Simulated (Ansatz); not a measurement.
The parent structure is HgSe in the zinc blende structure (space group F-43m, No. 216).

```
HgSe
1.0
    0.00000     3.06666     3.06666
    3.06666     0.00000     3.06666
    3.06666     3.06666     0.00000
Se Hg
1 1
Direct
  0.25000   0.25000   0.25000
  0.00000   0.00000   0.00000
```

Cartesian axes are those of the cell as printed.

Method: Kohn–Sham DFT with the PBEsol functional, run in Ansatz (a program for electronic structure) with PAW and 420 eV plane waves, no spin-orbit coupling.

Strains are applied to the cell and any free atomic positions relax.

One change was made to it. Results:

```tsv
quantity	base	after
energy relative to the base (free energy F)	0 meV/atom	+0.5 meV/atom
pressure (mean of the normal stresses, compression positive)	0.0 GPa	0.5 GPa
shortest interatomic distance	2.656 Å	2.648 Å
```

### Question
Name the change that was made.
(A) isotropic strain −0.62 %
(B) uniaxial strain ε_yy = −5.02 %
(C) uniaxial strain ε_xx = −0.91 %
(D) uniaxial strain ε_zz = +5.34 %

### Answer
C, uniaxial strain ε_xx = −0.91 %. For comparison, the shortest interatomic distance in the other runs: uniaxial strain ε_zz = +5.34 % gives 2.704 Å; uniaxial strain ε_yy = −5.02 % gives 2.612 Å; isotropic strain −0.62 % gives 2.639 Å.

A case with no gap was solved on a k-mesh chosen for an insulator, which is coarse for it. Stability against distortions was not tested. The final runs are not spin-polarised.
